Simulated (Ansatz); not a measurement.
**Cubic perovskite BaHfO3: elastic constant C12 by level of theory**

No measured value is used here.

```json
[
 {"level (code)": "LDA (Ansatz)", "value (GPa)": "___", "cell (Å³/atom)": "14.00"},
 {"level (code)": "PBE (Ansatz)", "value (GPa)": "78.9", "cell (Å³/atom)": "14.88"},
 {"level (code)": "PBEsol (Ansatz)", "value (GPa)": "___", "cell (Å³/atom)": "14.37"},
 {"level (code)": "r²SCAN (Ansatz)", "value (GPa)": "86.4", "cell (Å³/atom)": "14.58"},
 {"level (code)": "HSE06 (Ansatz)", "value (GPa)": "85.9", "cell (Å³/atom)": "14.55"},
 {"level (code)": "PBE0 (Ansatz)", "value (GPa)": "86.4", "cell (Å³/atom)": "14.55"}
]
```

Q: What belongs in the gaps?

A: 
- LDA (Ansatz, a program for electronic structure), value (GPa): 87.7
- PBEsol (Ansatz), value (GPa): 82.5

Density-functional levels without +SOC have no spin–orbit coupling. LDA, PBE, PBEsol, r²SCAN, HSE06, PBE0: the relaxation could not lower the start's symmetry, so the cell can be a saddle point above a distorted one. Each level is taken at its own relaxed cell. Cutoffs differ between the levels. Ansatz's density-functional and Hartree–Fock values are scalar-relativistic unless marked +SOC, with PAW data made under PBE.
